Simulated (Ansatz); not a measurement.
Hypothetical diamond Mn: pressure series

Consider Mn in the diamond structure (space group Fd-3m, No. 227; a = 4.8827 Å; non-magnetic; a hypothetical phase, not in the database extracts checked).

Cell and atoms are relaxed at each pressure.

All numbers come from DFT with PBEsol, PAW potentials and a 420 eV plane-wave cutoff in Ansatz (an electronic-structure program), without spin-orbit coupling.

Notes on the quantities. enthalpy: H = E + PV relative to the base's energy.

```csv
variant,shortest interatomic distance,enthalpy,density
base,2.114 Å,–,6.27 g/cm³
pressure −2 GPa,2.123 Å,-0.18 eV/atom,6.19 g/cm³
pressure −1 GPa,2.119 Å,-0.09 eV/atom,6.23 g/cm³
pressure 0.3 GPa,2.113 Å,+0.03 eV/atom,6.28 g/cm³
pressure 0.7 GPa,2.111 Å,+0.06 eV/atom,6.30 g/cm³
pressure 1.5 GPa,2.108 Å,+0.14 eV/atom,6.33 g/cm³
pressure 3 GPa,2.102 Å,+0.27 eV/atom,6.38 g/cm³
pressure 5 GPa,2.094 Å,+0.45 eV/atom,6.45 g/cm³
pressure 7.5 GPa,2.085 Å,+0.67 eV/atom,6.54 g/cm³
pressure 10 GPa,2.076 Å,+0.88 eV/atom,6.63 g/cm³
```

Load acts through the strain it causes; cell and atoms are relaxed under it. Whether these cells are dynamically stable was not tested. No other phases were tried under pressure. Seeded moments were not kept for the base. The final runs are not spin-polarised.
